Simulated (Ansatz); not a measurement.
Start from MgTe in the wurtzite structure (space group P6_3mc, No. 186; a = 4.561 Å, c = 7.412 Å). Axes: x lies along a and z along c of the hexagonal cell.

Method: PBEsol in Ansatz (plane waves to 420 eV, PAW, without spin-orbit coupling).

Perturbation: the cell is compressed by 0.60 % along x with no lateral relaxation; the atoms relax in the strained cell.

Task: Predict the stress tensor and what it implies for the stiffness.

Result: Stress of the strained cell less that of the base (GPa, compression positive):
```
   0.32    0.00    0.00
   0.00    0.19    0.00
   0.00    0.00    0.16
```

Then −Δσ_ii/ε with ε = -0.0060 gives relaxed-ion elastic constants: C11 ≈ 53 GPa.

Stability against distortions was not tested.

Ansatz is a quantum-chemistry and plane-wave program.
